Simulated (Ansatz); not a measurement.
Hg (R-3m, No. 166, 1 atom in the cell) was calculated with LDA in Ansatz (PAW).

Input file:

Ansatz 0.2 input:
```yaml
crystal:
  lattice:
    - [2.3556675824, -1.7576502459, -0.0540013415]
    - [2.3556675824, 1.7576502459, -0.0540013415]
    - [1.1078771231, 0.0, 2.7228713835]
  atoms:
    - { symbol: Hg, position: [0.0, 0.0, 0.0] }
basis:
  ecutwfc: 520
  ecutrho_ratio: 4
  xc_grid: 2
kpoints:
  mp_grid: { grid: [20, 20, 20] }
hamiltonian:
  xc: lda
  dispersion: none
  pseudopotentials: { kind: paw }
scf:
  occupations: { method: fermi_dirac, width: 0.05 }
  convergence: { dr2_threshold: 0.0000000001 }
output:
  forces: false
  stress: true
  eigenvalues: true
```

The run printed, among other lines:

```
Crystal: 1 atoms, lattice volume = 22.758 Å³
Basis set: ecut = 520 eV, 643 PW (Γ), exchange–correlation on 48×48×48 points (8 copies of the dense FFT grid, shifted against one another)
Bands: 14, of which v1, the nominal top of the filled ones, is band 10 counted from 1 (9 counted from 0)
Symmetry: 12 space group operations
Space group: R-3m (ITA 166), of the structure as read, at distance tolerance 2.8e-5 Å
k-points: 781 of 8000
Functional: x = slater, c = lda
SCF iter   1: F=—  HF=-13522.435678 eV  |F-HF|=—  |Δ(HF+E_count)|=         —  Δρ=5.05e-3  dr2=3.71e-3
SCF iter   2: F=—  HF=-13522.434956 eV  |F-HF|=—  |Δ(HF+E_count)|=   7.22e-4  Δρ=2.38e-3  dr2=6.14e-4
  ...
SCF iter   5: F=—  HF=-13522.434758 eV  |F-HF|=—  |Δ(HF+E_count)|=   3.74e-6  Δρ=3.47e-6  dr2=2.52e-9
SCF iter   6: F=-13522.434758 eV  HF=-13522.434758 eV  |F-HF|=1.27e-11  |Δ(HF+E_count)|=  6.49e-10  Δρ=3.67e-7  dr2=2.82e-11
SCF 1 converged in 6 iterations: F = -13522.434758 eV  dr2 = 2.82e-11
SCF converged after 6 iterations
Free energy (F): -13522.434758 eV
Internal energy: -13522.432946 eV  (E = F + TS)
E sigma→0 (E₀):  -13522.433852 eV
Fermi energy:    15.257570 eV
--- Stress (GPa, compression-positive) ---
        0.012234      -0.000000       0.001596
       -0.000000       0.008682       0.000000
        0.001596       0.000000       0.009399
  P = ⅓ Tr σ = 0.0101 GPa (0.101 kbar)
```

The PAW data were made under PBE.

Ansatz is a quantum-chemistry and plane-wave program.
